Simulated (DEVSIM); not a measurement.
Device: Si p+/n-/n+ power diode, at 250 K.

Layer 1 from the left is Si, thickness (μm) 3.10, Na (cm⁻³) 1e18, τn (s) 5.1e-5, τp (s) 5.1e-5. Layer 2 from the left is Si, thickness (μm) 21.0, Nd (cm⁻³) 1.5e15, τn (s) 5.1e-5, τp (s) 5.1e-5. Layer 3 from the left is Si, thickness (μm) 1.10, Nd (cm⁻³) 1.9e18, τn (s) 5.1e-5, τp (s) 5.1e-5.

Left contact: ohmic. Right contact: ohmic. Voltage is applied to the left contact. Recombination: SRH at mid-gap, radiative, Auger. Mobility is constant in doping.

The device is made up for the run: typed textbook-type constants, with dimensions and the other settings drawn at random. Values at 300 K; Nc and Nv go as T^1.5, mobilities as T to minus their exponent, the gap by Varshni's rule with the affinity fixed.

Si: gap (eV) 1.124, affinity (eV) 4.05, permittivity 11.7, Nc (cm⁻³) 2.86e19, Nv (cm⁻³) 3.1e19, μn (cm²/Vs) 1417, μp (cm²/Vs) 470, T exponent of μn 2.3, T exponent of μp 2.2, B (cm³/s) 4.7e-15, Cn (cm⁶/s) 2.8e-31, Cp (cm⁶/s) 9.9e-32, Varshni α (eV/K) 0.000473, Varshni β (K) 636.

Simulated with DEVSIM: 1D drift-diffusion, Boltzmann statistics, complete ionisation; no tunnelling, impact ionisation, image-force lowering or self-heating.

### Question
What does the simulation give for the potential step across the device at zero bias, the dark forward voltage at 100 A/cm², the dark forward voltage at 1 A/cm²?

### Answer
potential step across the device at zero bias 1.016 V; dark forward voltage at 100 A/cm² 0.885 V; dark forward voltage at 1 A/cm² 0.777 V.
